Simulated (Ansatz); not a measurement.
Subject: the energy change from cell B to cell A (net 1 O added, other atoms rearranged, in a slab cell with nine atoms a plane). Reaction: cell B + 1/2 O2 (gas) → cell A. The sign is products less reactants.

Cell A: a slab of Si (diamond, Fd-3m) cut along (111), 91 atoms, hexagonal cell of 11.60 Å (116.6 Å²), symmetry Cm within 0.02 Å, 13.4 Å thick under 16 Å of vacuum, in-plane vectors held at the crystal's; planes from bottom to top: H9 | Si9 × 7 | Si9O | F9, its two faces unlike (dipole correction applied); added, foreign or displaced atoms, above the top plane and below the bottom plane and within the planes: eight times F bound to 1 Si at 1.62 Å; F bound to 1 Si at 1.61 Å; eight times H bound to 1 Si at 1.50 Å; H bound to 1 Si at 1.51 Å; O bound to 2 Si at 1.63–1.66 Å; spin state with PBE: run without spin, k-point mesh 2×2×1.
```yaml
crystal:
  lattice:
    - [11.60360, 0.00000, 0.00000]
    - [-5.80180, 10.04901, 0.00000]
    - [0.00000, 0.00000, 29.56154]
  atoms:
    - { symbol: Si, position: [0.99919, 0.99952, 0.32259] }
    - { symbol: Si, position: [0.99961, 0.33314, 0.32237] }
    - { symbol: Si, position: [0.99919, 0.66634, 0.32259] }
    - { symbol: Si, position: [0.33262, 0.99964, 0.32300] }
    - { symbol: Si, position: [0.33294, 0.33313, 0.32262] }
    - { symbol: Si, position: [0.33294, 0.66648, 0.32262] }
    - { symbol: Si, position: [0.66608, 0.99964, 0.32236] }
    - { symbol: Si, position: [0.66608, 0.33311, 0.32236] }
    - { symbol: Si, position: [0.66588, 0.66627, 0.32256] }
    - { symbol: Si, position: [0.11053, 0.22189, 0.34814] }
    - { symbol: Si, position: [0.11053, 0.55531, 0.34814] }
    - { symbol: Si, position: [0.11000, 0.88833, 0.34849] }
    - { symbol: Si, position: [0.44426, 0.22228, 0.34838] }
    - { symbol: Si, position: [0.44388, 0.55527, 0.34844] }
    - { symbol: Si, position: [0.44426, 0.88865, 0.34838] }
    - { symbol: Si, position: [0.77725, 0.22196, 0.34793] }
    - { symbol: Si, position: [0.77690, 0.55511, 0.34827] }
    - { symbol: Si, position: [0.77690, 0.88846, 0.34827] }
    - { symbol: Si, position: [0.11053, 0.22180, 0.42810] }
    - { symbol: Si, position: [0.11053, 0.55540, 0.42810] }
    - { symbol: Si, position: [0.10958, 0.88812, 0.42848] }
    - { symbol: Si, position: [0.44459, 0.22257, 0.42835] }
    - { symbol: Si, position: [0.44392, 0.55529, 0.42843] }
    - { symbol: Si, position: [0.44459, 0.88869, 0.42835] }
    - { symbol: Si, position: [0.77732, 0.22199, 0.42789] }
    - { symbol: Si, position: [0.77665, 0.55499, 0.42826] }
    - { symbol: Si, position: [0.77665, 0.88833, 0.42826] }
    - { symbol: Si, position: [0.22137, 0.44402, 0.45474] }
    - { symbol: Si, position: [0.22214, 0.77793, 0.45452] }
    - { symbol: Si, position: [0.22214, 0.11087, 0.45452] }
    - { symbol: Si, position: [0.55502, 0.44462, 0.45549] }
    - { symbol: Si, position: [0.55502, 0.77706, 0.45549] }
    - { symbol: Si, position: [0.55549, 0.11108, 0.45487] }
    - { symbol: Si, position: [0.88818, 0.44400, 0.45465] }
    - { symbol: Si, position: [0.88678, 0.77672, 0.45522] }
    - { symbol: Si, position: [0.88818, 0.11084, 0.45465] }
    - { symbol: Si, position: [0.22061, 0.44364, 0.53472] }
    - { symbol: Si, position: [0.22241, 0.77827, 0.53436] }
    - { symbol: Si, position: [0.22241, 0.11080, 0.53436] }
    - { symbol: Si, position: [0.55499, 0.44510, 0.53575] }
    - { symbol: Si, position: [0.55499, 0.77656, 0.53575] }
    - { symbol: Si, position: [0.55574, 0.11121, 0.53490] }
    - { symbol: Si, position: [0.88808, 0.44392, 0.53464] }
    - { symbol: Si, position: [0.88513, 0.77590, 0.53540] }
    - { symbol: Si, position: [0.88808, 0.11082, 0.53464] }
    - { symbol: Si, position: [0.33166, 0.66568, 0.56127] }
    - { symbol: Si, position: [0.33370, 0.00018, 0.56147] }
    - { symbol: Si, position: [0.33166, 0.33265, 0.56127] }
    - { symbol: Si, position: [0.66392, 0.66529, 0.56504] }
    - { symbol: Si, position: [0.66627, 0.99951, 0.56164] }
    - { symbol: Si, position: [0.66627, 0.33343, 0.56164] }
    - { symbol: Si, position: [0.99985, 0.66697, 0.56021] }
    - { symbol: Si, position: [0.99985, 0.99954, 0.56021] }
    - { symbol: Si, position: [0.99878, 0.33272, 0.56158] }
    - { symbol: Si, position: [0.32824, 0.66699, 0.64109] }
    - { symbol: Si, position: [0.33720, 0.00193, 0.64174] }
    - { symbol: Si, position: [0.32824, 0.32791, 0.64109] }
    - { symbol: Si, position: [0.68818, 0.67742, 0.64626] }
    - { symbol: Si, position: [0.66781, 0.99957, 0.64176] }
    - { symbol: Si, position: [0.66781, 0.33490, 0.64176] }
    - { symbol: Si, position: [0.00520, 0.66974, 0.63971] }
    - { symbol: Si, position: [0.00520, 0.00212, 0.63971] }
    - { symbol: Si, position: [0.99872, 0.33269, 0.64180] }
    - { symbol: Si, position: [0.44566, 0.88812, 0.66756] }
    - { symbol: Si, position: [0.44566, 0.22421, 0.66756] }
    - { symbol: Si, position: [0.39881, 0.53274, 0.67618] }
    - { symbol: Si, position: [0.78941, 0.89983, 0.66766] }
    - { symbol: Si, position: [0.77633, 0.22150, 0.66743] }
    - { symbol: Si, position: [0.78941, 0.55625, 0.66766] }
    - { symbol: Si, position: [0.11454, 0.89060, 0.66652] }
    - { symbol: Si, position: [0.10828, 0.21914, 0.66666] }
    - { symbol: Si, position: [0.10828, 0.55580, 0.66666] }
    - { symbol: F, position: [0.44481, 0.88698, 0.72233] }
    - { symbol: F, position: [0.44481, 0.22450, 0.72233] }
    - { symbol: F, position: [0.33697, 0.50182, 0.72628] }
    - { symbol: F, position: [0.79356, 0.90738, 0.72243] }
    - { symbol: F, position: [0.77606, 0.22136, 0.72222] }
    - { symbol: F, position: [0.79356, 0.55286, 0.72243] }
    - { symbol: F, position: [0.11052, 0.88859, 0.72128] }
    - { symbol: F, position: [0.10529, 0.21342, 0.72138] }
    - { symbol: F, position: [0.10529, 0.55854, 0.72138] }
    - { symbol: H, position: [0.99907, 0.99915, 0.27168] }
    - { symbol: H, position: [0.99996, 0.33331, 0.27147] }
    - { symbol: H, position: [0.99907, 0.66659, 0.27168] }
    - { symbol: H, position: [0.33237, 0.99952, 0.27209] }
    - { symbol: H, position: [0.33344, 0.33350, 0.27172] }
    - { symbol: H, position: [0.33344, 0.66661, 0.27172] }
    - { symbol: H, position: [0.66584, 0.99911, 0.27145] }
    - { symbol: H, position: [0.66584, 0.33339, 0.27145] }
    - { symbol: H, position: [0.66555, 0.66611, 0.27166] }
    - { symbol: O, position: [0.56005, 0.61336, 0.68192] }
```

Cell B: a slab of Si (diamond, Fd-3m) cut along (111), 90 atoms, hexagonal cell of 11.60 Å (116.6 Å²), symmetry P3m1 within 0.02 Å, 13.3 Å thick under 16 Å of vacuum, in-plane vectors held at the crystal's; planes from bottom to top: H9 | Si9 × 8 | F9, its two faces unlike (dipole correction applied); added, foreign or displaced atoms, above the top plane and below the bottom plane: nine times F bound to 1 Si at 1.62 Å; nine times H bound to 1 Si at 1.50 Å; spin state with PBE: run without spin, k-point mesh 2×2×1.
```yaml
crystal:
  lattice:
    - [11.60360, 0.00000, 0.00000]
    - [-5.80180, 10.04901, 0.00000]
    - [0.00000, 0.00000, 29.37601]
  atoms:
    - { symbol: Si, position: [0.00000, 0.00000, 0.32462] }
    - { symbol: Si, position: [0.00000, 0.33333, 0.32462] }
    - { symbol: Si, position: [0.00000, 0.66667, 0.32462] }
    - { symbol: Si, position: [0.33333, 0.00000, 0.32462] }
    - { symbol: Si, position: [0.33333, 0.33333, 0.32462] }
    - { symbol: Si, position: [0.33333, 0.66667, 0.32462] }
    - { symbol: Si, position: [0.66667, 0.00000, 0.32462] }
    - { symbol: Si, position: [0.66667, 0.33333, 0.32462] }
    - { symbol: Si, position: [0.66667, 0.66667, 0.32462] }
    - { symbol: Si, position: [0.11111, 0.22222, 0.35049] }
    - { symbol: Si, position: [0.11111, 0.55556, 0.35049] }
    - { symbol: Si, position: [0.11111, 0.88889, 0.35049] }
    - { symbol: Si, position: [0.44444, 0.22222, 0.35049] }
    - { symbol: Si, position: [0.44444, 0.55556, 0.35049] }
    - { symbol: Si, position: [0.44444, 0.88889, 0.35049] }
    - { symbol: Si, position: [0.77778, 0.22222, 0.35049] }
    - { symbol: Si, position: [0.77778, 0.55556, 0.35049] }
    - { symbol: Si, position: [0.77778, 0.88889, 0.35049] }
    - { symbol: Si, position: [0.11111, 0.22222, 0.43098] }
    - { symbol: Si, position: [0.11111, 0.55556, 0.43098] }
    - { symbol: Si, position: [0.11111, 0.88889, 0.43098] }
    - { symbol: Si, position: [0.44444, 0.22222, 0.43098] }
    - { symbol: Si, position: [0.44444, 0.55556, 0.43098] }
    - { symbol: Si, position: [0.44444, 0.88889, 0.43098] }
    - { symbol: Si, position: [0.77778, 0.22222, 0.43098] }
    - { symbol: Si, position: [0.77778, 0.55556, 0.43098] }
    - { symbol: Si, position: [0.77778, 0.88889, 0.43098] }
    - { symbol: Si, position: [0.22222, 0.44444, 0.45781] }
    - { symbol: Si, position: [0.22222, 0.77778, 0.45781] }
    - { symbol: Si, position: [0.22222, 0.11111, 0.45781] }
    - { symbol: Si, position: [0.55556, 0.44444, 0.45781] }
    - { symbol: Si, position: [0.55556, 0.77778, 0.45781] }
    - { symbol: Si, position: [0.55556, 0.11111, 0.45781] }
    - { symbol: Si, position: [0.88889, 0.44444, 0.45781] }
    - { symbol: Si, position: [0.88889, 0.77778, 0.45781] }
    - { symbol: Si, position: [0.88889, 0.11111, 0.45781] }
    - { symbol: Si, position: [0.22222, 0.44444, 0.53835] }
    - { symbol: Si, position: [0.22222, 0.77778, 0.53835] }
    - { symbol: Si, position: [0.22222, 0.11111, 0.53835] }
    - { symbol: Si, position: [0.55556, 0.44444, 0.53835] }
    - { symbol: Si, position: [0.55556, 0.77778, 0.53835] }
    - { symbol: Si, position: [0.55556, 0.11111, 0.53835] }
    - { symbol: Si, position: [0.88889, 0.44444, 0.53835] }
    - { symbol: Si, position: [0.88889, 0.77778, 0.53835] }
    - { symbol: Si, position: [0.88889, 0.11111, 0.53835] }
    - { symbol: Si, position: [0.33333, 0.66667, 0.56515] }
    - { symbol: Si, position: [0.33333, 0.00000, 0.56515] }
    - { symbol: Si, position: [0.33333, 0.33333, 0.56515] }
    - { symbol: Si, position: [0.66667, 0.66667, 0.56515] }
    - { symbol: Si, position: [0.66667, 0.00000, 0.56515] }
    - { symbol: Si, position: [0.66667, 0.33333, 0.56515] }
    - { symbol: Si, position: [0.00000, 0.66667, 0.56515] }
    - { symbol: Si, position: [0.00000, 0.00000, 0.56515] }
    - { symbol: Si, position: [0.00000, 0.33333, 0.56515] }
    - { symbol: Si, position: [0.33333, 0.66667, 0.64583] }
    - { symbol: Si, position: [0.33333, 0.00000, 0.64583] }
    - { symbol: Si, position: [0.33333, 0.33333, 0.64583] }
    - { symbol: Si, position: [0.66667, 0.66667, 0.64583] }
    - { symbol: Si, position: [0.66667, 0.00000, 0.64583] }
    - { symbol: Si, position: [0.66667, 0.33333, 0.64583] }
    - { symbol: Si, position: [0.00000, 0.66667, 0.64583] }
    - { symbol: Si, position: [0.00000, 0.00000, 0.64583] }
    - { symbol: Si, position: [0.00000, 0.33333, 0.64583] }
    - { symbol: Si, position: [0.44444, 0.88889, 0.67156] }
    - { symbol: Si, position: [0.44444, 0.22222, 0.67156] }
    - { symbol: Si, position: [0.44444, 0.55556, 0.67156] }
    - { symbol: Si, position: [0.77778, 0.88889, 0.67156] }
    - { symbol: Si, position: [0.77778, 0.22222, 0.67156] }
    - { symbol: Si, position: [0.77778, 0.55556, 0.67156] }
    - { symbol: Si, position: [0.11111, 0.88889, 0.67156] }
    - { symbol: Si, position: [0.11111, 0.22222, 0.67156] }
    - { symbol: Si, position: [0.11111, 0.55556, 0.67156] }
    - { symbol: F, position: [0.44444, 0.88889, 0.72673] }
    - { symbol: F, position: [0.44444, 0.22222, 0.72673] }
    - { symbol: F, position: [0.44444, 0.55556, 0.72673] }
    - { symbol: F, position: [0.77778, 0.88889, 0.72673] }
    - { symbol: F, position: [0.77778, 0.22222, 0.72673] }
    - { symbol: F, position: [0.77778, 0.55556, 0.72673] }
    - { symbol: F, position: [0.11111, 0.88889, 0.72673] }
    - { symbol: F, position: [0.11111, 0.22222, 0.72673] }
    - { symbol: F, position: [0.11111, 0.55556, 0.72673] }
    - { symbol: H, position: [0.00000, 0.00000, 0.27340] }
    - { symbol: H, position: [0.00000, 0.33333, 0.27340] }
    - { symbol: H, position: [0.00000, 0.66667, 0.27340] }
    - { symbol: H, position: [0.33333, 0.00000, 0.27340] }
    - { symbol: H, position: [0.33333, 0.33333, 0.27340] }
    - { symbol: H, position: [0.33333, 0.66667, 0.27340] }
    - { symbol: H, position: [0.66667, 0.00000, 0.27340] }
    - { symbol: H, position: [0.66667, 0.33333, 0.27340] }
    - { symbol: H, position: [0.66667, 0.66667, 0.27340] }
```

Reference: an isolated O2 molecule (triplet) in a box of 11 × 11 × 13 Å.

Computed with Ansatz (plane waves, PAW), its default PAW set, cutoff 420 eV, 500 eV for r2SCAN. The structures are at rest with PBE, within the held lattices; other levels are single points on them. Neutral cells; Fermi-Dirac smearing of at most 0.05 eV in the solids, energies taken to zero width. The lattices are those relaxed with PBE, so at other levels the solids can be strained, which adds to the spread. Larger cells are relaxed from a start prepared with the learned potential CHGNet till forces fall under 0.03 eV/Å, which some starts already meet. A dispersion term (D3(BJ), or D4 for r2SCAN) was computed beside these levels and is taken off wherever the name lacks it. The PAW files were made for PBE and serve at the other functionals too. Space groups of crystals are read within 0.01 Å. No zero-point or thermal terms. The structures are the rest points that the relaxations reached, not proven lowest. Values are for these cell sizes. Cell A has symmetry Cm within 0.02 Å and got no random move, so less symmetric positions, which may lie lower, weren't tried. Cell B has symmetry P3m1 within 0.02 Å and got no random move, so less symmetric positions, which may lie lower, weren't tried.

Question: Predict the value from HSE06.

Answer: -3.32 eV, for cell B + 1/2 O2 (gas) → cell A.

Question: List the value at the remaining levels and say how far they part.

Answer: 
| Level | value (eV) | less HSE06 |
|---|---|---|
| PBE | -3.15 | 0.17 |
| r2SCAN | -3.50 | -0.18 |

The levels shown span 0.35 eV, from r2SCAN (-3.50) to PBE (-3.15).

Ansatz is a first-principles code.
